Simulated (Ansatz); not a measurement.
Seebeck coefficient (μV/K, mean over directions) of p-type B (R-3m) against carrier density, PBEsol, rigid bands (Ansatz, a first-principles code). Computed gap 1.34 eV; densities at which minority carriers matter at this gap, or further valleys turn the trend, are left out. Conductivity mass 0.29 mₑ (harmonic mean over directions), N_v = 7.6e18 cm⁻³ at 300 K.

```csv
hole density,300 K,500 K,800 K
1e17 cm⁻³,…,654,…
1e18 cm⁻³,388,456,523
3e18 cm⁻³,296,362,429
1e19 cm⁻³,199,262,328
3e19 cm⁻³,122,177,…
1e20 cm⁻³,63,100,154
3e20 cm⁻³,31,54,112
```

### Question
Fill in the missing entries.

### Answer

- 1e17 cm⁻³, 300 K: 585
- 1e17 cm⁻³, 800 K: 722
- 3e19 cm⁻³, 800 K: 239

Rigid bands with a gap fixed in temperature, one relaxation time for all states, no polarons or phonon drag, and whether or not such doping can be reached. Spin-orbit coupling is left out.
